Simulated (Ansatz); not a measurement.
The starting structures come from a database of crystals and need not be the phases stable at ambient conditions.

The decay constant κ of evanescent states in the gap governs leakage through a thin film.

```
CELL_PARAMETERS angstrom
      6.12777     0.00000     0.00000
      0.00000     6.22063     0.00000
      0.00000     0.00000     8.71580
ATOMIC_POSITIONS crystal
  K  0.50881 0.96031 0.25000
  K  0.49119 0.03969 0.75000
  K  0.00881 0.53969 0.75000
  K  0.99119 0.46031 0.25000
  Ca 0.00000 0.00000 0.00000
  Ca 0.50000 0.50000 0.00000
  Ca 0.50000 0.50000 0.50000
  Ca 0.00000 0.00000 0.50000
  F  0.79325 0.70805 0.45700
  F  0.20675 0.29195 0.54300
  F  0.29325 0.79195 0.54300
  F  0.70675 0.20805 0.45700
  F  0.70675 0.20805 0.04300
  F  0.29325 0.79195 0.95700
  F  0.20675 0.29195 0.95700
  F  0.79325 0.70805 0.04300
  F  0.08166 0.02854 0.25000
  F  0.91834 0.97146 0.75000
  F  0.58166 0.47146 0.75000
  F  0.41834 0.52854 0.25000
```

Space group of this cell: Pnma. The cell is taken as given.

Transport runs along the normal of the first two printed cell vectors.

The gap is the functional's own, uncorrected, and κ follows it; spin-orbit coupling is left out. Mid-gap values are interpolated between the computed energies.

Question: Estimate the band gap and the smallest decay constant κ at mid-gap that r2SCAN (Ansatz, a first-principles code) returns for this system.

Answer: Gap 7.63 eV on a 6×6×4 mesh; κ = 0.531 1/Å, at the zone centre.
